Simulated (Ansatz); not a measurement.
**How a calculation on BaPbO3 (R-3c, 10 atoms in the cell) responds to its settings**

```
CELL_PARAMETERS angstrom
      3.04873     1.76018     4.96661
     -3.04873     1.76018     4.96661
      0.00000    -3.52036     4.96661
ATOMIC_POSITIONS crystal
  Ba 0.25000 0.25000 0.25000
  Ba 0.75000 0.75000 0.75000
  Pb 0.00000 0.00000 0.00000
  Pb 0.50000 0.50000 0.50000
  O  0.77510 0.72490 0.25000
  O  0.25000 0.77510 0.72490
  O  0.72490 0.25000 0.77510
  O  0.22490 0.27510 0.75000
  O  0.75000 0.22490 0.27510
  O  0.27510 0.75000 0.22490
```

Base run A: revPBE, default PAW files made with PBE run with Ansatz (a program for electronic structure), self-consistent single point.

Its settings: basis.ecutwfc = 420 eV; kpoints.mp_grid.grid = 5 5 5; kpoints.mp_grid.shift = 0.5 0.5 0.5; hamiltonian.xc = revpbe; hamiltonian.pseudopotentials = {kind: paw} (the program's default PAW files); scf.occupations.method = methfessel_paxton; scf.occupations.width = 0.1 eV.

The starting cell was generated: these elements placed on a structure prototype, without a prior relaxation; it need not be a known phase or ordering of this composition. In the base run, with a pressure of about 5 GPa the cell is away from its equilibrium volume at this level. Ansatz's pressure includes its estimate of the finite-basis (Pulay) stress. A gap is left out here, as mesh or smearing make it unsure.

ΔF is the free energy per atom less that of run A. 

```
run      scf.mixing.algorithm, scf.mixing.beta  ΔF (meV/atom)  pressure (GPa)  largest force (eV/Å)  iterations
---  -----------------------------------------  -------------  --------------  --------------------  ----------
A    default (the program chose MSR1), default           0.00            5.34                 0.196           7
B                                broyden, 0.02           0.00            5.34                 0.196          15
C                                broyden, 0.05           0.00            5.34                 0.196          12
D                                 broyden, 0.1           0.00            5.34                 0.196          14
E                                 broyden, 0.2           0.00            5.34                 0.196           9
F                                 broyden, 0.3           0.00            5.34                 0.196           8
G                                 broyden, 0.5           0.00            5.34                 0.196           7
H                                 broyden, 0.7           0.00            5.34                 0.196           7
I                                 broyden, 0.9           0.00            5.34                 0.196           6
J                                   broyden, 1           0.00            5.34                 0.196           6
```

Runs B, C, D, E, F, G, H, I, J ended on the same solution as A (within 1 meV/atom). The fewest iterations to that state were 6 (I, J); the most were 15.

Keys are those of Ansatz 0.2.
